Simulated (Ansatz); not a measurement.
## How the smallest direct gap on the k points sampled of GaS (R-3m, No. 166; start mp-9889; another space group than a measured phase of this formula) moves with the method

No measured value is used here.

```tsv
level (code)	value (eV)
PBEsol+SOC (Ansatz)	1.38
HSE06 (Ansatz)	2.47
HSE06+SOC (Ansatz)	2.47
PBE0 (Ansatz)	3.13
```

Computed values are for a static lattice. Spin–orbit coupling is included only where a level's name says +SOC; with heavier elements it mostly lowers gaps and can invert bands.  Values are at the PBE-D3(BJ) cell. Cutoffs and k meshes differ between the levels. Ansatz's density-functional and Hartree–Fock values are scalar-relativistic unless marked +SOC, with PAW data made under PBE.

A start named mp-… is a Materials Project structure, which can be a computed phase never made.

Ansatz is a first-principles code.
